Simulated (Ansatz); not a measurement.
The starting structures come from a database of crystals and need not be the phases stable at ambient conditions.

By PBEsol, the system below comes out a metal.

A figure of merit of an interconnect metal is its ballistic conductance per area.

Consider the following.

```
CELL_PARAMETERS angstrom
      2.85577     0.00000     0.00000
      0.00000     4.03867     0.00000
      0.00000     2.01933     2.01933
ATOMIC_POSITIONS crystal
  Mn 0.00000 0.00000 0.00000
  V  0.50000 0.50000 0.00000
```

Space group of this cell: Pm-3m, CsCl type. The cell is taken as given; by PBEsol its mean pressure is -5.0 GPa.

The current flows along the normal of the first two printed cell vectors, the (110) plane of the conventional cell. No spin-orbit coupling; the value is a mean over 0.1 eV about the Fermi level.

Q: Estimate the ballistic conductance per area that PBEsol in Ansatz (a first-principles code) returns for this system.

A: 0.57 × 10¹⁵ S/m² for both spins.
